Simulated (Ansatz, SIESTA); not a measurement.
# Code comparison for HfGa3 (P1, 4 atoms in the cell)

Self-consistent single point, at a second geometry (atoms moved at random). First geometry:

```yaml
crystal:
  lattice:
    - [-1.90136, 1.90136, 4.43784]
    - [1.90136, -1.90136, 4.43784]
    - [1.90136, 1.90136, -4.43784]
  atoms:
    - { symbol: Hf, position: [0.00000, 0.00000, 0.00000] }
    - { symbol: Ga, position: [0.50000, 0.50000, 0.00000] }
    - { symbol: Ga, position: [0.75000, 0.25000, 0.50000] }
    - { symbol: Ga, position: [0.25000, 0.75000, 0.50000] }
```

Second geometry:
```
HfGa3
1.0
   -1.90136     1.90136     4.43784
    1.90136    -1.90136     4.43784
    1.90136     1.90136    -4.43784
Hf Ga
1 3
Direct
  0.99200   0.00532   0.00059
  0.49864   0.48581   0.98874
  0.75706   0.25765   0.50670
  0.25230   0.75122   0.50396
```

Shared settings, as Ansatz (an electronic-structure program) writes them: kpoints.mp_grid.grid = 8 8 8; scf.occupations.method = gaussian; scf.occupations.width = 0.0147 Ry. Potentials and cutoffs stand in the table.

| code | model | ΔF from the first geometry (meV/atom) | pressure (GPa) | largest force (eV/Å) | cutoff |
|---|---|---|---|---|---|
| Ansatz | PBEsol, PAW files made with PBE | 10.3 | 3.94 | 0.881 | default |
| SIESTA | GGA PBEsol, numerical atomic orbitals DZP, PseudoDojo PBEsol standard norm-conserving potentials (rewritten from UPF to PSML) | 11.0 | 5.36 | 0.914 | grid 350 Ry |

Size of the force on each atom (eV/Å): Sizes of forces hide their directions.

```csv
code,Hf1,Ga2,Ga3,Ga4
Ansatz,0.881,0.787,0.328,0.135
SIESTA,0.914,0.852,0.370,0.149
```

On Ansatz's run: spin-orbit coupling is off.

The spread over the programs that give each value: ΔF from the first geometry within 0.7 meV/atom; pressure within 1.42 GPa; largest force within 0.033 eV/Å.

SIESTA uses small atom-centred bases, whose incompleteness enters pressures, forces and empty levels differently from a plane-wave cutoff. Ansatz's pressure is given at a fixed set of plane waves, as the other plane-wave codes print theirs; with its correction for the finite basis it is 3.99 GPa.

The starting cell comes from a database of computed structures (which also holds hypothetical and non-ambient phases and stackings), without a prior relaxation at this level. Its lattice was rescaled by a random factor within 2.5 % of one. For this run, on top of that: atoms moved at random.

Keys are those of Ansatz 0.2.
